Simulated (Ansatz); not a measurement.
## Fe₂O₃ in the corundum structure (space group R-3c, No. 167; ferromagnetic)

```xyz
10
Lattice="2.3862 1.3776 4.4369 -2.3862 1.3776 4.4369 0.0000 -2.7553 4.4369" Properties=species:S:1:pos:R:3 pbc="T T T"
Fe     0.0000     0.0000     4.5989
Fe     0.0000     0.0000     2.0564
Fe     0.0000     0.0000     8.7117
Fe     0.0000     0.0000    11.2542
O     -0.8918     1.3776     7.7645
O     -0.7472    -1.4611     7.7645
O      1.6390     0.0835     7.7645
O      0.8918    -1.3776     5.5461
O      0.7472     1.4611     5.5461
O     -1.6390    -0.0835     5.5461
```

Level of theory: PBE, PAW, 420 eV (Ansatz, a first-principles code; without spin-orbit coupling). Settings: 12×12×12 k-points, 0.05 eV Fermi–Dirac smearing.

| Property | Value |
|---|---|
| Volume per atom | 8.75 Å³ |
| Density | 6.06 g/cm³ |
| Band gap | zero |
| Magnetic state | ferromagnetic |
| Total energy | -2132.364 eV/atom (σ→0; compares only within this code and set-up) |

Whether these cells are dynamically stable was not tested. No Hubbard U is applied and the magnetic state is the run's own (Fe2O3 ferromagnetic); other magnetic orders, which need larger cells, were not tried and can change the gap. In its common phase, real Fe2O3 is an antiferromagnetic insulator at low temperature.
